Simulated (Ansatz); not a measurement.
**Energy from pressure between two volumes: Tc (P-3m1, 2 atoms in the cell)**

```xyz
2
Lattice="1.3632 -2.3610 0.0000 1.3632 2.3610 0.0000 0.0000 0.0000 4.3681" Properties=species:S:1:pos:R:3 pbc="T T T"
Tc     1.3632     0.7870     1.1420
Tc     1.3632    -0.7870     3.2760
```

Level of theory: PBEsol, default PAW files made with PBE (plane waves; Ansatz, a quantum-chemistry and plane-wave program).

Settings: basis.ecutwfc = 1200 eV; kpoints.mp_grid.grid = 14 14 8; hamiltonian.xc = pbesol; hamiltonian.pseudopotentials = {kind: paw} (the program's default PAW files); scf.occupations.method = gaussian; scf.occupations.width = 0.1 eV. This cutoff ends a ladder whose last two steps agree within 1 meV/atom.

The second cell is the first with its lattice scaled by 0.98, at the same fractional positions.

The starting cell has typed, rounded lattice constants, without a prior relaxation at this level. Its lattice was rescaled by up to half a per cent. One atom was moved a little off its site on purpose. Spin polarisation is off. Ansatz's pressure includes its estimate of the finite-basis (Pulay) stress.

| cell | volume (Å³/atom) | pressure (GPa) | F less the first cell's (meV/atom) |
|---|---|---|---|
| first | 14.0584 | -0.97 | 0.00 |
| second | 13.2316 | 21.33 | ? |

**Question.** Estimate the energy of the second cell from the pressures, and the bulk modulus between the two volumes.

**Answer.** With P = −dF/dV, the trapezoid gives ΔF ≈ −(P₁ + P₂)/2 · ΔV = −(10.180 GPa) · (-0.8268 Å³) = 52.53 meV/atom (1 eV/Å³ = 160.22 GPa). The modulus at fixed fractional positions is B = −ΔP/Δln V = 368 GPa, a mean over the interval. P(V) is curved, so the trapezoid lies high by about |ΔV|³·B·(1 + B′)/(12·V̄²) = 2.90 meV/atom for an assumed B′ = 4, which leaves 49.63 meV/atom. The runs gave 49.47 meV/atom, a miss of 0.16 meV/atom. Cases were kept where this miss is small, so the page shows the method and is no test of it.

Left out of this page: 15 runs of the series outside the window shown, repeating another row's setting, or not comparable.

Keys are those of Ansatz 0.2.
